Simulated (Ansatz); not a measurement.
Results of r²SCAN+rVV10 in Ansatz (PAW) for C11b WSi₂.

Numerical settings: plane-wave cutoff 560 eV, 24×24×24 k mesh, Fermi–Dirac smearing 0.05 eV, no spin polarisation, scalar-relativistic PAW data made under PBE.

A third-order Birch–Murnaghan fit to the energies gives V0 = 13.351 Å³/atom, B0 = 236 GPa, B′ = 4.4.

```
V (Å³/atom)     P (GPa)
-----------  ----------
12.817            10.52
13.084       (withheld)
13.351             0.00
13.618       (withheld)
13.885       (withheld)
```

Q: Estimate the withheld pressures from this fit; the answers are the runs' own values.

A: 
- 13.084, P (GPa): 4.97
- 13.618, P (GPa): -4.48
- 13.885, P (GPa): -8.50

The formula P = (3/2) B0 (x^(7/3) − x^(5/3)) [1 + (3/4)(B′ − 4)(x^(2/3) − 1)] with x = V0/V meets the computed pressures within 0.02 GPa when these rounded values are put in.

Shape and atoms are relaxed at each volume.

Note: the bulk modulus comes from volumes at which shape and atoms were relaxed.

Spin–orbit coupling is not included.

It cost about 30 core-minutes (a rough figure) of CPU time.

Ansatz is an electronic-structure program.
